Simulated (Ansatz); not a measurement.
**MnP-type NiSi (1 0 0) on Si0.875Ge0.125, ordered (0 0 1) (film strained to the substrate, started from cuts of the bulks and a machine-learned relaxation; slabs Ge6Si48 and Ni30Si40, which can lie off the formulas)**

A periodic stack without vacuum, MnP-type NiSi (1 0 0) on Si0.875Ge0.125, ordered (0 0 1) (film strained to the substrate, started from cuts of the bulks and a machine-learned relaxation; slabs Ge6Si48 and Ni30Si40, which can lie off the formulas): substrate slab Ge6Si48, film Ni30Si40, surface cells [[0, -1], [3, -1]] and [[0, -1], [5, -1]], film strained by -2.1 and -1.9 %, outermost planes Si/Si and Si/Si as cut, which need not be the usual terminations and can put a slab off its formula.

The start was prepared with a machine-learned potential, and the result is one local minimum, with the in-plane cell held and forces under 0.04 eV/Å; the film can end far from its bulk form.

The numbers are results of PBE (plane waves to 420 eV, PAW; Ansatz, a quantum-chemistry and plane-wave program), not measurements. No spin–orbit coupling; the runs are not spin-polarised; PBE gaps are too small against experiment. Its k-point mesh 5×2×1, Fermi–Dirac width 0.05 eV.

| Property | Result |
|---|---|
| interface area | 90.8 Å² |
| period | 22.46 Å |
| heights between the nearest atoms of the two slabs at the two interfaces | 1.30 and 0.82 Å |
| Si–Si contacts across the interfaces within 1.22 times the sum of covalent radii | 26, mean 2.42 Å |
| Ni–Si contacts across the interfaces within 1.22 times the sum of covalent radii | 3, mean 2.46 Å |

```xyz
124
Lattice="5.5003 0.0000 -0.0203 5.5005 16.5009 0.0388 -1.4693 4.2072 22.4766" Properties=species:S:1:pos:R:3 pbc="T T T"
Ge     5.4193    16.3871     3.3732
Ge     5.3560     5.3556     3.2941
Ge     5.4365    10.8695     3.5296
Si     2.6054     2.6260     3.3078
Si     2.6394     8.1605     3.4258
Si     8.1199    13.6358     3.4542
Si     3.9731     1.2634     4.6906
Si     3.9865     6.7344     4.7552
Si     4.0123    12.2848     4.8561
Si     1.2624     3.9822     4.7280
Si     6.8290     9.4721     4.8729
Si     6.7840    15.0048     4.8218
Si     8.1844    16.3215     0.5617
Si     2.6700     5.5488     0.7160
Si     8.1889    10.8026     0.7032
Si     5.0672     2.3590     0.3771
Si     5.3673     8.2169     0.5686
Si     5.3081    13.5179     0.7531
Si     1.2842     1.3039     1.8337
Si     6.7364     6.8649     1.9981
Si     6.8056    12.2013     2.0978
Si     3.9629     3.9196     1.8541
Si     4.0978     9.5026     2.1013
Si     9.4946    14.9542     2.0500
Ge     5.3923    16.3894     8.9682
Ge     5.4024     5.2972     8.8599
Ge     5.4584    10.8667     8.9422
Si     2.6022     2.5854     8.8394
Si     2.6359     8.0917     8.8811
Si     8.2477    13.6399     8.9032
Si     9.4282    17.7804    10.3256
Si     3.9822     6.6939    10.2113
Si     4.1537    12.3306    10.3507
Si     1.3648     3.9832    10.3050
Si     6.8427     9.4512    10.3350
Si     6.8672    14.9666    10.2719
Si     8.1490    16.3969     6.1524
Si     2.6310     5.3458     6.1199
Si     8.1832    10.8788     6.2003
Si     5.3617     2.6079     6.0497
Si     5.3828     8.0883     6.1433
Si     5.4280    13.6402     6.1999
Si     1.2351     1.2638     7.4544
Si     1.2708     6.7266     7.4967
Si     6.8452    12.2719     7.5558
Si     3.9973     3.9314     7.4587
Si     4.0407     9.4720     7.5496
Si     9.5320    15.0201     7.5038
Si     8.2377    16.2038    11.7321
Si     2.6280     5.4346    11.7310
Si     2.7186    10.9442    11.6201
Si    -0.2867     2.8443    11.5240
Si     5.4080     7.9752    11.5561
Si     5.7129    13.5710    11.7842
Ni     3.3561     6.2251    17.5495
Ni     3.3342     9.5831    17.5537
Ni     3.2658    12.9518    16.9981
Ni     3.3055    16.2423    17.2956
Ni     8.8728    19.7195    17.6249
Ni     4.0462     6.1988    14.9242
Ni     3.9928     9.4504    15.0788
Ni     3.8374    12.9014    14.4371
Ni     4.0163    16.4944    14.8017
Ni     4.0532     3.3693    15.0437
Ni     0.5754     4.9197    14.5999
Ni     6.0360     7.8033    15.1071
Ni     6.0380    11.0136    14.7391
Ni     5.9483    14.7618    14.6843
Ni     6.1191    18.1154    15.1419
Ni     1.3548     4.7545    17.8531
Ni     1.2747     7.8277    17.6968
Ni     6.7442    11.3413    17.3669
Ni     6.7557    14.4876    17.2524
Ni     6.7793    17.9244    17.6326
Si     5.4962     6.1777    16.6686
Si     5.5425     9.5176    16.6939
Si     5.4484    12.8820    16.1401
Si     5.5324    16.2740    16.4896
Si     5.5868    19.7374    16.7657
Si     1.1731     6.6895    13.1666
Si     1.8863     9.2337    13.8896
Si     7.2726    12.3834    13.2705
Si     7.2882    16.5613    13.8886
Si     1.9104     3.1821    13.8538
Si     2.4846     4.8260    15.8339
Si     2.6960     7.7815    15.9157
Si     2.6846    11.2049    15.6008
Si     8.1649    14.6677    15.3877
Si     8.2928    18.1248    15.8817
Si     4.3369     4.5200    13.0599
Si     3.9657     7.9201    13.4132
Si     4.3547    10.7576    13.2834
Si     4.1858    14.8020    13.0961
Si     4.5676    18.2768    13.5227
Ni     4.2730     6.3930    20.5717
Ni     3.6553    10.2552    20.0746
Ni     3.8731    12.7682    20.6446
Ni     3.9651    16.0325    19.8064
Ni     9.5795    19.4546    20.1402
Ni     0.7260     4.6843    20.5541
Ni     0.8155     7.8518    20.1535
Ni     6.0104    11.5691    19.9972
Ni     6.0100    14.2208    19.7514
Ni     6.1037    17.7944    20.1348
Si     0.7194     6.6022    22.0466
Si     5.4596     9.6095    21.1995
Si     5.9119    13.1280    21.8204
Si     5.6675    15.8824    21.2739
Si     5.3373    19.0008    21.9545
Si     2.1900     6.2077    19.5018
Si     1.6261     9.7322    19.1205
Si     7.6869    12.8647    18.9923
Si     7.2574    16.0384    19.0109
Si     7.3958    19.5350    19.4006
Si     2.9938     4.5834    21.3918
Si     2.9579     8.2878    21.0040
Si     2.2328    11.3172    21.6839
Si     2.5717    14.5993    21.0214
Si     8.2928    17.5811    21.0230
Si     4.7178     4.7835    18.7359
Si     4.5571     7.9250    18.6412
Si     4.5089    11.5005    18.2774
Si     4.5407    14.4787    18.0836
Si     4.5423    17.8864    18.4104
```
